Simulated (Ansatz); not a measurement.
Results of r²SCAN (Ansatz, a quantum-chemistry and plane-wave program, plane waves, PAW) for cubic perovskite KCdF3.

Settings: plane-wave cutoff 560 eV, 8×8×8 k mesh, Fermi–Dirac smearing 0.01 eV, scalar-relativistic PAW data made under PBE.

The cell is scaled about its equilibrium volume:

```
V (Å³/atom)  P (GPa)  direct gap at Γ (eV)  smallest gap on the k mesh (eV)
-----------  -------  --------------------  -------------------------------
15.855          4.73                 6.125                            3.851
16.193          2.97                 5.976                            3.848
16.530          1.40                 5.832                            3.843
16.867          0.01                 5.693                            3.836
17.205         -1.23                 5.560                            3.825
17.542         -2.34                 5.431                            3.813
17.880         -3.32                 5.307                            3.798
```

The fundamental gap (3.84 eV at the equilibrium volume, with added k points) lies elsewhere than Γ–Γ.

Note: the relaxation could not lower the start's symmetry, so the cell can be a saddle point above a distorted one.

Spin–orbit coupling is not included.
